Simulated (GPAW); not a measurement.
Short convergence ladders for MgB₂ (P6mm, 3 atoms in the cell)

```
MgB2
1.0
    1.55272    -2.68940     0.00000
    1.55272     2.68940     0.00000
    0.00000     0.00000     3.53760
Mg B
1 2
Cartesian
  0.00000   0.00000   0.05000
  1.55272   0.89647   1.76880
  1.55272  -0.89647   1.76880
```

Base method: PBEsol, GPAW PAW datasets PBEsol (made by gpaw-setup) (plane waves; GPAW).

Base settings: mode = pw; ecut = 950 eV; xc = PBEsol; kpts = 6 6 4; mesh shift (steps) = 0 0 0; occupations.name = fermi-dirac; occupations.width = 0.1 eV; nbands = -9; convergence.density = 1e-05 e/electron; symmetry.symmorphic = false.

The count of work is k-points × plane waves × bands × iterations; it is no time. 

**The k-point mesh at a smearing width of 0.05 eV**

In this ladder: occupations.width = 0.05 eV.

Only quantities that move along the ladder and can be compared are tabulated.

```csv
kpts,free energy less the last step's (meV/atom),largest difference of a force vector from the last step's (eV/Å),count of work / last
4 4 3,45.16,0.011,0.014
6 6 5,4.44,0.008,0.038
9 9 7,-0.25,0.004,0.083
13 13 10,0.42,0.003,0.22
16 16 12,-0.16,0.001,0.30
24 24 18,0.00,0.000,1.0
```

Coarsest kpts that holds the free energy within 2 meV/atom of the last step, with all finer ones: 9 9 7, at 0.083 of the last step's count of work; the step before is off by 4.4 meV/atom.

**The width of Methfessel-Paxton smearing**

In this ladder: kpts = 10 10 7; occupations.name = methfessel-paxton; occupations.order = 1.

Narrow widths need finer meshes than wide ones, so the last steps can hold mesh noise.

Only quantities that move along the ladder and can be compared are tabulated; pressure and forces are left out, as mesh noise rules them at narrow widths.

| occupations.width | free energy less the last step's (meV/atom) |
|---|---|
| 1 eV | -5.96 |
| 0.5 eV | -2.90 |
| 0.3 eV | -1.09 |
| 0.1 eV | 0.00 |

State of the free energy at the end of the ladder: still drifting one way, by 2.9 meV/atom over the last two steps, so the last step is no safe reference.

**The setting conv density**

Moved along: convergence.energy, convergence.eigenstates.

The mesh stays at the base's, so the ladder's end is converged at best in this setting alone.

Only quantities that move along the ladder and can be compared are tabulated.

```csv
convergence.density,largest difference of a force vector from the last step's (eV/Å)
0.01 e/electron,0.052
0.001 e/electron,0.024
0.0001 e/electron,0.002
1e-05 e/electron,0.000
1e-06 e/electron,0.000
1e-07 e/electron,0.000
```

Coarsest convergence.density that holds the forces within 0.01 eV/Å of the last step, with all finer ones: 0.0001 e/electron; the step before is off by 0.024 eV/Å.

On the base run: the starting cell has typed, rounded lattice constants, without a prior relaxation at this level. Its lattice was rescaled by up to half a per cent. One atom was moved a little off its site on purpose. Without a gap this mesh is coarse (it stands for a supercell whose shortest vector is 14 Å).

Left out of this page: 2 runs of the series outside the window shown, repeating another row's setting, or not comparable.
